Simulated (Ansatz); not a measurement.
AlN (model structure, started from the BN type, Pm-3n, No. 223, 12 atoms in the cell)

All values below come from r²SCAN+rVV10 (plane waves, PAW; Ansatz, a program for electronic structure).

Settings: plane-wave cutoff 560 eV, 8×8×8 k mesh, Fermi–Dirac smearing 0.01 eV, scalar-relativistic PAW data made under PBE.

Cell (relaxed at this level):

Space group Pm-3n (No. 223); a = 5.3226 Å, b = 5.3226 Å, c = 5.3226 Å, α = 90.00°, β = 90.00°, γ = 90.00°

```tsv
atom	site	symmetry	x	y	z
Al	6c	-4m.2	0.0000	0.5000	0.2500
N	6d	-4m.2	0.0000	0.2500	0.5000
```

```yaml
band_gap: 2.90 eV (on the SCF k mesh)
```

Note: the relaxation could raise the start's symmetry but not lower it, so the cell can be a saddle point.

Computing time: around 2.0 core-minutes (rough).

A model structure was made by putting elements into a prototype or built by hand; it is no filed structure, need not be a known phase, and can be a saddle point held by its symmetry.
